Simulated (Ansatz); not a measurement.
PbZrO₃ (Pm-3m, No. 221, 5 atoms in the cell; start mp-1068577; cubic high-temperature phase): properties by level of theory

```
level (code)           lattice parameter a (Å)  formation enthalpy (eV/atom)
---------------------  -----------------------  ----------------------------
LDA (Ansatz)                             4.109                        -2.710
r²SCAN-D4 (Ansatz)                       4.151                        -2.706
r²SCAN+rVV10 (Ansatz)                    4.148                        -2.709
```

Caveats: the relaxation could not lower the start's symmetry, so the cell can be a saddle point above a distorted one (LDA, r²SCAN-D4, r²SCAN+rVV10). Ansatz's density-functional and Hartree–Fock values are scalar-relativistic unless marked +SOC, with PAW data made under PBE.

Static lattice: no zero-point or thermal effects.

A start named mp-… is a Materials Project structure, which need not be a measured phase.

Ansatz is a first-principles code.
